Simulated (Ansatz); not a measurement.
## K: energy against volume

K (bcc, Im-3m, 73.938 Å³/atom and stress up to 0.01 GPa in the relaxed cell, cube axes along x, y and z) under an equal strain ε along all three axes. PBE in Ansatz, a plane-wave DFT program (PAW, default set), 420 eV, 18×18×18 Γ-centred mesh, Fermi-Dirac smearing 0.10 eV.

Here V stands for volume and E for E less E0.

| volume (Å³/atom) | E less E0 (meV/atom) | pressure (GPa) |
|---|---|---|
| 69.5895 | 2.78 | 0.24 |
| 70.6601 | 1.48 | 0.18 |
| 71.7416 | 0.59 | 0.11 |
| 72.8341 | 0.10 | 0.05 |
| 73.9376 | 0.00 | 0.00 |
| 75.0522 | 0.27 | -0.05 |
| 76.1780 | 0.89 | -0.10 |
| 77.3150 | 1.85 | -0.15 |
| 78.4632 | 3.14 | -0.19 |
| 80.7936 | ? | ? |

**Question.** Using the third-order Birch-Murnaghan form, a cubic in V^(-2/3), estimate the missing E at V = 80.7936 from the other rows, showing the fit.

**Answer.** With u = V^(-2/3) - 0.0568, the rows have u = 0.0023068, 0.0017083, 0.0011188, 0.0005381, -0.0000338, -0.0005972, -0.0011523, -0.0016993, -0.0022381. Least squares gives E = -0.004 - 110.7·u + 574767·u² - 1482817·u³. Residuals (row less fit): -0.001, 0.003, 0.000, -0.003, 0.000, 0.003, 0.001, -0.001, 0.001; standard error 0.002 (degrees of freedom: 5). Its minimum lies at u = 0.0000963, so V0 = (0.0568963)^(-3/2) = 73.68. There d²E/du² = 1149000 and d³E/du³ = -8897000, so B0 = (4/9) × 73.68^(-7/3) × 1149000 × 0.160218 = 3.59 GPa (the last factor turns the table's units into GPa), and B0' = 4 + (2/3) × 0.0568963 × (-8897000)/1149000 = 3.7. B0' rests on the cubic coefficient alone and has a standard error of 0.1 from these residuals. At the withheld row, u = -0.0032924, so E = -0.004 - 110.7 × (-0.0032924) + 574767 × (-0.0032924)² - 1482817 × (-0.0032924)³ = 6.644 meV/atom. The calculation gives 6.64 meV/atom, which the fit meets to the printed digits. The row lies outside the fitted rows, so this is an extrapolation. The scatter of the fitted rows lies at the last printed digit.

In a metal these values are sensitive to mesh and smearing; energies are taken to zero smearing, stresses follow the free energy. Other structures, which can take over under pressure, weren't tried. The same form fitted to the pressure column gives B0' = 3.8; series where the two differ by over 0.4 aren't shown. Rows are the converged runs of the series near zero and its far end, less any whose ions stayed unrelaxed beside relaxed ones; series whose fitted rows scatter by over a few per cent of the range, as at a crossing or softening among them, aren't shown in this form.
